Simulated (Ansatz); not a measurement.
Zinc-blende BeS was calculated with BLYP (PAW; Ansatz, a first-principles code).

Settings: plane-wave cutoff 520 eV, 12×12×12 k mesh, Fermi–Dirac smearing 0.01 eV, scalar-relativistic PAW data made under PBE.

Response to compression and expansion:

```tsv
V (Å³/atom)	P (GPa)	direct gap at Γ (eV)	smallest gap on the k mesh (eV)
14.071	6.06	5.744	3.352
14.370	3.84	5.750	3.394
14.670	1.83	5.754	3.433
14.969	0.00	5.691	3.470
15.269	-1.66	5.524	3.504
15.568	-3.16	5.363	3.535
15.867	-4.53	5.207	3.564
```

The fundamental gap (3.47 eV at the equilibrium volume, with added k points) lies elsewhere than Γ–Γ.
